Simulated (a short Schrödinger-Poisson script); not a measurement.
# MOS inversion layer, Si3N4 on p-type GaAs

Structure: MOS inversion layer, Si3N4 on p-type GaAs, at 150 K.

```
layer  material  thickness (nm)  Na (cm⁻³)
-----  --------  --------------  ---------
1         Si3N4             1.7          -
2          GaAs             970     2.6e17
```

Constants are typed, rounded textbook-type inputs, not results; the design itself was drawn at random and stands for no fabricated device. Si3N4: permittivity 7.5, conduction-band edge (eV) 1.97, gap (eV) 5.1, electron mass (mₑ) 0.5. GaAs: permittivity 12.9, conduction-band edge (eV) 0, gap (eV) 1.424, Nv at 300 K (cm⁻³) 9e18.

Channel valleys (confinement mass, in-plane density-of-states mass, number): Γ 0.067, 0.067, 1. At the gate the conduction-band edge of layer 1 lies 2.45 eV − eVg above the Fermi level of the channel; the field vanishes at the back. Gaps are held at their typed values at every temperature. Mesh 0.03 nm at interfaces.

Solved with a short Schrödinger-Poisson script written for these runs: 1D Poisson equation in equilibrium, electrons quantum, Hartree (BenDaniel-Duke, 12 states a valley, the channel's in-plane mass for all, wave functions free to enter the dielectric), parabolic valleys, classical holes, full ionisation, no traps, pinning or gate leakage.

| Vg (V) | electrons (cm⁻²) | C (μF/cm²) | Γ E0 (meV) | Γ E1 (meV) |
|---|---|---|---|---|
| 0.6 | 2.13e7 | 0.126 | 125.9 | 268.9 |
| 0.65 | 7.93e8 | 0.133 | 79.1 | 224.0 |
| 0.7 | 2.55e10 | 0.369 | 33.8 | 180.5 |
| 0.75 | 2.44e11 | 1.18 | 0.5 | 150.0 |
| 0.8 | 6.57e11 | 1.49 | -21.2 | 132.0 |
| 0.85 | 1.13e12 | 1.58 | -39.7 | 117.3 |
| 0.9 | 1.62e12 | 1.62 | -57.7 | 103.2 |
| 0.95 | 2.12e12 | 1.64 | -75.6 | 89.0 |
| 1 | 2.62e12 | 1.66 | -93.7 | 74.6 |
| 1.05 | 3.13e12 | 1.67 | -111.8 | 60.2 |
| 1.1 | 3.65e12 | 1.69 | -129.9 | 45.7 |
| 1.15 | 4.17e12 | 1.72 | -147.9 | 31.6 |
| 1.2 | 4.71e12 | 1.77 | -165.4 | 18.6 |
| 1.25 | 5.26e12 | 1.82 | -182.1 | 7.1 |

Gate voltages with under 1e6 electrons/cm² are left out.

Subbands count from the Fermi level.

Above a few 1e12 electrons/cm² a light Γ valley is non-parabolic and upper valleys begin to fill, which the model leaves out.
